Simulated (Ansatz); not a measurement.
# Input and output of a self-consistent single point for Cr (P6_3/mmc, 2 atoms in the cell) (Ansatz)

Computed with LDA (PW92), default PAW files made with PBE (plane waves; Ansatz, an electronic-structure program).

The input file:

Ansatz 0.2 input:
```yaml
crystal:
  lattice:
    - [2.436259, 0.000000, 0.000000]
    - [-1.218130, 2.109862, 0.000000]
    - [0.000000, 0.000000, 4.468205]
  atoms:
    - { symbol: Cr, position_ang: [-0.000002, 1.406575, 1.117051] }
    - { symbol: Cr, position_ang: [1.218131, 0.703287, 3.351154] }
basis:
  ecutwfc: 420.0
kpoints:
  mp_grid: { grid: [15, 15, 8] }
hamiltonian:
  xc: lda
  pseudopotentials: { kind: paw }
scf:
  occupations: { method: gaussian, width: 0.1 }
output:
  forces: true
  eigenvalues: true
  stress: true
```

The program printed (abridged):

```
WARN the atoms were moved onto the symmetric positions of the space group found under crystal.symmetry.tolerance 1.0e-5 (fractional …
WARN ansatz: RAYON_NUM_THREADS=1 ignored (pool sized by the plan → 1); use --threads N
Pseudopotentials: kind: paw
Pseudopotential: Cr, paw, valence charge 14
Crystal: 2 atoms, lattice volume = 22.967 Å³
Basis set: ecut = 420 eV, 429 PW (Γ)
Bands: 18, of which v1, the nominal top of the filled ones, is band 14 counted from 1 (13 counted from 0)
Symmetry: 24 space group operations
Space group: P63/mmc (ITA 194), of the structure as read, at distance tolerance 2.8e-5 Å
k-points: 135 of 1800
PAW frozen core: Cr, regenerated for the run's functional, and the local potential with it
Initial density: superposition of atomic densities (neutral atoms: chi_scale 0, normalization atom), corrected by the library's trained network
Initial wavefunctions: pseudopotential atomic-orbital guess
Eigensolver: davidson
Functional: x = slater, c = lda
SCF iter   1: F=—  HF=-6645.271298 eV  |F-HF|=—  |Δ(HF+E_count)|=         —  Δρ=8.20e-3  dr2=6.95e-3  ethr=1.77e-3  ⟨swp⟩=3.8  Hψ=8761  notcnv=0
all-band conjugate gradients solve this SCF's bands
preconditioner: auto → none
SCF iter   2: F=—  HF=-6645.270505 eV  |F-HF|=—  |Δ(HF+E_count)|=   7.93e-4  Δρ=4.86e-3  dr2=3.01e-3  ethr=2.48e-5  ⟨swp⟩=1.0  Hψ=3510  notcnv=0
SCF iter   3: F=—  HF=-6645.270115 eV  |F-HF|=—  |Δ(HF+E_count)|=   3.90e-4  Δρ=2.06e-3  dr2=6.46e-4  ethr=1.07e-5  ⟨swp⟩=2.0  Hψ=3233  notcnv=0
SCF iter   4: F=—  HF=-6645.269915 eV  |F-HF|=—  |Δ(HF+E_count)|=   2.00e-4  Δρ=2.09e-4  dr2=5.65e-6  ethr=2.31e-6  ⟨swp⟩=3.0  Hψ=4528  notcnv=0
SCF iter   5: F=—  HF=-6645.269918 eV  |F-HF|=—  |Δ(HF+E_count)|=   2.99e-6  Δρ=3.59e-5  dr2=1.28e-7  ethr=2.02e-8  ⟨swp⟩=2.1  Hψ=3366  notcnv=0
SCF iter   6: F=-6645.269918 eV  HF=-6645.269918 eV  |F-HF|=1.56e-9  |Δ(HF+E_count)|=   1.25e-8  Δρ=5.97e-6  dr2=3.36e-9  ethr=3.57e-10  ⟨swp⟩=3.8  Hψ=7121  notcnv=0
SCF 1 converged in 6 iterations: F = -6645.269918 eV  dr2 = 3.36e-9
SCF converged after 6 iterations
Free energy (F): -6645.269918 eV
Harris-Foulkes:  -6645.269918 eV  (|F-HF|=1.56e-9)
Internal energy: -6645.253238 eV  (E = F + TS)
E sigma→0 (E₀):  -6645.261578 eV
Entropy (-TS):   -0.016680 eV (-8.340 meV/atom)
Fermi energy:    19.065731 eV
--- Per-component energies (eV) ---
  E_band       = -285.073991
  E_kinetic    = 689.611118
  E_local      = -2370.660987  (includes V_loc(G=0)·N_el)
  E_nonlocal   = 168.259385
  E_hartree    = 1033.698799
  E_xc         = -278.568112
  E_vxc        = -357.347812  (∫ρ·V_xc dr)
  E_paw        = -2282.918040  (= ΣΔE_a)
  E_vpaw       = -482.332398  (= ΣTr[D̂ρ^β])
  E_aug_tail   = 0.000692  (compensation charges beyond the density's cutoff)
  E_ewald      = -3605.406345
  E_core_change = 0.730249  (= ΣΔE_core)
  E_smearing   = -0.016680  (= −TS)
  E_closure    = -0.000000  (closes the sum)
  Σ components = -6645.269918   (vs F -6645.269918, Δ=0.00e0)
--- Forces (eV/Å), atoms counted from 1 ---
  atom   1  Cr    -0.00000000     0.00000000     0.00000000
  atom   2  Cr     0.00000000    -0.00000000     0.00000000
  max |Σ_I F_I| component: 2.31e-18 eV/Å
--- Stress (GPa, compression-positive) ---
       -4.752029      -0.000000       0.000000
       -0.000000      -4.752029       0.000000
        0.000000       0.000000     -11.562427
  P = ⅓ Tr σ = -7.0222 GPa (-70.222 kbar)
  The stress holds the Pulay correction. Without it, at fixed plane waves, as pw.x and ABINIT print it: P = -7.1709 GPa
--- Band table (eV; the first three rows and the last of 135) ---
  k-point 0: bands = ["-51.8757", "-51.7462", "-23.8988", "-23.1735", "-22.9105", "-22.9105", "-22.8476", "-22.8476", "11.3952", "14.8255", "17.5760", "18.6536", "18.6714", "18.6714", "18.9869", "18.9869", "20.2461", "20.2461"]
  k-point 1: bands = ["-51.8708", "-51.7512", "-23.8720", "-23.2020", "-22.9081", "-22.9081", "-22.8500", "-22.8500", "11.5343", "14.7698", "17.5355", "18.3706", "18.6621", "18.6621", "18.9579", "18.9579", "20.3102", "20.3102"]
  k-point 2: bands = ["-51.8569", "-51.7654", "-23.7953", "-23.2826", "-22.9013", "-22.9013", "-22.8568", "-22.8568", "11.9385", "14.5459", "17.4291", "17.7933", "18.6496", "18.6496", "18.8830", "18.8830", "20.4801", "20.4801"]
  k-point 134: bands = ["-51.5722", "-51.5722", "-23.6925", "-23.6925", "-23.5976", "-23.5976", "-23.2565", "-23.2565", "16.6684", "16.6684", "16.7506", "16.7506", "17.8915", "17.8915", "19.3182", "19.3182", "21.3591", "21.3591"]
```

The run converged in 6 iterations.

The starting cell comes from a database of computed structures (which also holds hypothetical and non-ambient phases and stackings), without a prior relaxation at this level. Its lattice was rescaled by up to half a per cent. Spin polarisation is off. With a pressure of about -7 GPa the cell is away from its equilibrium volume at this level. Ansatz's pressure includes its estimate of the finite-basis (Pulay) stress.
